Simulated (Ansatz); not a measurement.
# YN under load (space group I4/mmm): band-edge transport data

```xyz
2
Lattice="0.0000 2.4128 2.5135 2.4128 0.0000 2.5135 2.4128 2.4128 0.0000" Properties=species:S:1:pos:R:3 pbc="T T T"
Y      0.0000     0.0000     0.0000
N      2.4128     2.4128     2.5135
```

The numbers are results of r2SCAN, rigid bands (plane waves, PAW, scalar-relativistic; Ansatz, a program for electronic structure), not measurements. Condition of this run: uniaxial stress along [001] of -9 GPa (compression positive) (the target of the relaxation). How the cell was made: cell and atoms relaxed with PBEsol, then loaded as said.

The band gap is 0.49 eV and the electron conductivity mass (300 K, dilute) is 0.28 (x), 0.28 (y), 0.170 (z) mₑ. The hole conductivity mass (300 K, dilute) is 0.36 (x), 0.36 (y), 1.44 (z) mₑ. The effective density of states N_c (300 K) is 8.9e18 cm⁻³. The effective density of states N_v (300 K) comes out as 2.5e19 cm⁻³ and the density-of-states mass, electrons is 0.50 mₑ. The density-of-states mass, holes is 1.01 mₑ, the Seebeck coefficient, n-type 1e19 cm⁻³, 300 K is -216 μV/K and the best n-type power factor at 300 K for τ = 10 fs (best axis; densities from 1e16 to 1e21 cm⁻³ tried, whether or not they can be reached) comes out as 8.4 μW/(cm·K²) at 3e19 cm⁻³. The Seebeck coefficient, p-type 1e19 cm⁻³, 300 K comes out as 298 μV/K and the best p-type power factor at 300 K for τ = 10 fs (best axis; densities from 1e16 to 1e21 cm⁻³ tried, whether or not they can be reached) comes out as 11.9 μW/(cm·K²) at 1e20 cm⁻³.

Rigid bands; masses and Seebeck coefficients take one relaxation time τ for all states and one kind of carrier; polarons and phonon drag are left out. Spin-orbit coupling is left out; where it splits the top of the valence band, N_v and the p-type Seebeck coefficient come out somewhat high without it. Geometry: cell and atoms relaxed with PBEsol.
